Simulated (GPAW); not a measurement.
Band structure of Li₂O (Fm-3m, 3 atoms in the cell).

```yaml
crystal:
  lattice:
    - [0.00000, 2.28078, 2.28078]
    - [2.28078, 0.00000, 2.28078]
    - [2.28078, 2.28078, 0.00000]
  atoms:
    - { symbol: Li, position: [0.75000, 0.75000, 0.75000] }
    - { symbol: Li, position: [0.25000, 0.25000, 0.25000] }
    - { symbol: O, position: [0.00000, 0.00000, 0.00000] }
```

Method: PBE, GPAW PAW datasets PBE (gpaw-data 1.0.1) (plane waves; GPAW).

Settings: mode = pw; ecut = 900 eV; xc = PBE; kpts = 6 6 6; mesh shift (steps) = 0 0 0; occupations.name = fermi-dirac; occupations.width = 0.02 eV; nbands = -8; convergence.forces = 0.001 eV/Å; convergence.bands = -6; symmetry.symmorphic = false; symmetry.tolerance = 0.0005; maxiter = 120; bandpath_npoints = 40.

The starting cell comes from a database of computed structures (which also holds hypothetical and non-ambient phases and stackings), without a prior relaxation at this level. Its lattice was rescaled by a random factor within 2.5 % of one.

Predict the gap along the standard path and the places of the band edges.

The gap along the path is 5.04 eV, from Γ to X; the smallest direct gap on it is 5.53 eV.

Levels in eV from the top of the valence band on the SCF mesh, bands 1 to 8:
```tsv
point	1	2	3	4	5	6	7	8
Γ	-15.54	0.00	0.00	0.00	5.53	12.18	12.18	12.18
X	-15.22	-1.64	-1.46	-1.46	5.04	13.93	13.93	15.24
W	-15.20	-1.92	-1.55	-1.55	7.32	10.72	14.57	14.57
K	-15.21	-2.11	-1.56	-1.15	6.68	11.98	13.66	14.82
L	-15.28	-2.88	-0.47	-0.47	9.46	10.19	12.32	12.32
U	-15.21	-2.11	-1.56	-1.15	6.68	11.98	13.66	14.82
```
